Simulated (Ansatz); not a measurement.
# Si: x(Sn) = 0.625, 8 atoms, Amm2

Start from Si in the diamond structure (space group Fd-3m, No. 227; a = 5.4699 Å).

The other end (x = 1) is Sn in the diamond structure (space group Fd-3m, No. 227): 36.87 Å³/atom, gap zero.

Modification: a fraction x = 0.625 of the Si sites is given to Sn, ordered in a cell of 8 atoms (starting symmetry Amm2) and fully relaxed.

All numbers come from Ansatz (a program for electronic structure), PBE, PAW, cutoff 420 eV, no spin-orbit coupling, earlier PAW set. Γ-centred 11×7×7 mesh, Fermi–Dirac width 0.05 eV, for the changed cell.

The volume per atom goes up by 9.46 Å³ (20.46 Å³ → 29.92 Å³) and the density increases by 2.42 g/cm³ (2.28 g/cm³ → 4.70 g/cm³). The shortest interatomic distance rises by 0.156 Å (2.369 Å → 2.525 Å) and the band gap goes from 0.61 eV to zero. The mixing energy is +0.15 eV/atom (to 0.01 eV only: unlike meshes or grids) and the deviation of the volume from the linear (Vegard-type) interpolation amounts to -2.6 %.

Each cell is one ordered arrangement of few atoms, which overstates ordering effects compared with a random alloy. Stability against distortions was not tested. The final runs are not spin-polarised. A zero or small gap of Sn5Si3 can be the functional's error rather than a property of the material.
